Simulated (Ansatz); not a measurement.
Phonon-limited transport in Be2Ag (Fd-3m)

Given:

```yaml
crystal:
  lattice:
    - [0.00000, 3.17077, 3.17077]
    - [3.17077, 0.00000, 3.17077]
    - [3.17077, 3.17077, 0.00000]
  atoms:
    - { symbol: Be, position: [0.62500, 0.62500, 0.12500] }
    - { symbol: Be, position: [0.62500, 0.12500, 0.62500] }
    - { symbol: Be, position: [0.62500, 0.62500, 0.62500] }
    - { symbol: Be, position: [0.12500, 0.62500, 0.62500] }
    - { symbol: Ag, position: [0.25000, 0.25000, 0.25000] }
    - { symbol: Ag, position: [0.00000, 0.00000, 0.00000] }
```

Method: PBEsol, DFPT electron-phonon coupling, linearised Boltzmann equation (plane waves, PAW, scalar-relativistic; Ansatz, a quantum-chemistry and plane-wave program). Geometry: relaxed with this functional, without spin-orbit coupling.

```
Item                                                                                                     Value
----------------------------------------------------------------------------------  --------------------------
resistivity at 300 K                                                                                 6.1 μΩ·cm
resistivity at 77 K                                                                                 0.49 μΩ·cm
electron mean free path at 300 K (weighted by the current that each state carries)                       26 nm
electron-phonon coupling λ                                                                               0.197
transport coupling λ_tr                                                                                   0.22
logarithmic mean phonon energy                                                                          32 meV
density of states at the Fermi level                                                0.41 states/(eV·spin·cell)
Drude plasma energy                                                                                     5.8 eV
Tc for μ* = 0.10 (anisotropic Eliashberg)                                                            below 1 K
Tc for μ* = 0.13 (anisotropic Eliashberg)                                                            below 1 K
```

A metal at this level (no band gap). Only scattering by harmonic phonons is included (no impurities, grain boundaries, electron-electron scattering or thermal expansion). Spin-orbit coupling is left out. Halving the electron mesh (24x24x24) moves the resistivity by up to 1 % at 300 K, the mean free path by up to 3 %, the coupling by up to 1 %. Smearing 0.20 eV; phonons on a 4x4x4 q mesh, which this run doesn't test and which matters most at low temperature. Tc comes from the anisotropic Migdal-Eliashberg equations with μ*, a chosen number, referred to 45 meV.

Formula and space group known from diffraction (Crystallography Open Database), not checked to be the room-temperature form: Be2Ag (Fd-3m).
